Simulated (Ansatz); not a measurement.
## Hypothetical I4/mmm MgB2 under a change: pressure −2 GPa

Take MgB$_{2}$ (space group I4/mmm, No. 139; a = 2.6648 Å, c = 8.3483 Å; a hypothetical phase, not in the database extracts checked) as the base.

Modification: hydrostatic tension (pressure −2 GPa).

All numbers come from PBEsol (Ansatz, an electronic-structure program, PAW, spin-orbit coupling left out). Γ-centred 24×24×24 mesh, Fermi–Dirac width 0.05 eV.

```yaml
volume_per_atom: 10.06 Å³ (base 9.88 Å³)
density: 2.53 g/cm³ (base 2.57 g/cm³)
lattice_parameter_a: 2.681 Å (base 2.665 Å)
c/a ratio: 3.133 (base 3.133)
band_gap: zero (base zero)
```

Load acts through the strain it causes; cell and atoms are relaxed under it. No phonon test of stability was made. The final runs are not spin-polarised.
